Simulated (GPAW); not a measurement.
A short convergence ladder for LiF (Fm-3m, 2 atoms in the cell)

```
CELL_PARAMETERS angstrom
      0.00000     2.02104     2.02104
      2.02104     0.00000     2.02104
      2.02104     2.02104     0.00000
ATOMIC_POSITIONS crystal
  Li 0.00000 0.00000 0.00000
  F  0.50000 0.50000 0.50000
```

Base method: PBE, GPAW PAW datasets PBE (gpaw-data 1.0.1) (plane waves; GPAW).

Base settings: mode = pw; ecut = 950 eV; xc = PBE; kpts = 8 8 8; mesh shift (steps) = 0 0 0; occupations.name = fermi-dirac; occupations.width = 0.05 eV; nbands = -6; convergence.bands = -4; symmetry.symmorphic = false.

Core times come from one kind of shared machine, to one figure; runs under 30 s give none.

**Zone-centre phonons against the cutoff**

In this ladder: occupations.width = 0 eV; symmetry.symmorphic = default; symmetry.tolerance = default; convergence.density = 1e-05 e/electron; symmetry.point_group = false; displacement = 0.02 Å.

The mesh stays at the base's, so the ladder's end is converged at best in this setting alone.

Frequencies are those of the unrelaxed cell, without the LO-TO term of polar crystals.

Only quantities that move along the ladder and can be compared are tabulated.

```csv
ecut,highest zone-centre frequency (cm⁻¹),core time / last (rough)
475 eV,323.2,0.4
665 eV,326.4,0.8
810 eV,325.0,0.5
950 eV,324.6,1
```

Coarsest ecut that holds the highest zone-centre frequency within 1 cm⁻¹ of the last step, with all finer ones: 810 eV; the step before is off by 1.8 cm⁻¹.

On the base run: the starting cell has typed, rounded lattice constants, without a prior relaxation at this level. Its lattice was rescaled by up to half a per cent.
